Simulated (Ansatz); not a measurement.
**Hypothetical Pm-3n SrB3C3: response to strain**

Consider SrB₃C₃ (space group Pm-3n, No. 223; a = 4.8427 Å; a hypothetical phase, not in the database extracts checked). Axes: x, y, z lie along the cube axes.

Strains are applied to the cell and any free atomic positions relax; under stress the whole cell relaxes.

Calculations: PBEsol (Ansatz, a program for electronic structure, PAW, no SOC).

Notes on the quantities. energy relative to the base: free energy F.

```json
[
 {"variant": "base", "volume per atom": "8.11 Å³", "energy relative to the base": "0 meV/atom"},
 {"variant": "isotropic strain +0.95 %", "volume per atom": "8.35 Å³", "energy relative to the base": "?"},
 {"variant": "uniaxial strain ε_xx = −1.74 %", "volume per atom": "7.97 Å³", "energy relative to the base": "+3.0 meV/atom"},
 {"variant": "uniaxial stress, 1 GPa tension along x", "volume per atom": "8.12 Å³", "energy relative to the base": "+0.1 meV/atom"},
 {"variant": "uniaxial stress, 8 GPa compression along z", "volume per atom": "?", "energy relative to the base": "+4.3 meV/atom"}
]
```

Q: Complete the table.

A: 
- isotropic strain +0.95 %, energy relative to the base: +4.7 meV/atom
- uniaxial stress, 8 GPa compression along z, volume per atom: 8.02 Å³

Without a gap, meshes like the base's 8×8×8 leave anisotropic stresses uncertain by several tenths of a GPa, and small strain energies with them. Beyond what the load breaks, stability against distortions was not tested. All final runs are without spin polarisation.
